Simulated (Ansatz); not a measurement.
## A computed series for hypothetical zinc blende BiP: response to strain

Take BiP in the zinc blende structure (space group F-43m, No. 216; a = 6.502 Å; a hypothetical phase, not in the database extracts checked; relaxed with 0.1 eV smearing) as the base. Axes: x, y, z lie along the cube axes.

Strains are applied to the cell and any free atomic positions relax.

Levels (all Ansatz, a quantum-chemistry and plane-wave program, PAW): PBE (420 eV, no spin-orbit coupling); PBEsol (420 eV, no SOC).

The base cell above is that of PBE; each level relaxes its own structures.

```tsv
case	pressure, PBE	pressure, PBEsol
isotropic strain +0.49 %	-0.6 GPa	-0.7 GPa
isotropic strain +4.37 %	-4.2 GPa	-4.6 GPa
uniaxial strain ε_yy = −2.52 %	1.1 GPa	1.2 GPa
uniaxial strain ε_yy = −2.01 %	0.9 GPa	1.0 GPa
uniaxial strain ε_zz = −3.82 %	1.7 GPa	1.9 GPa
```

The two levels differ by at most about 0.4 GPa. They put the cases in the same order.

No phonon test of stability was made. The final runs are not spin-polarised.
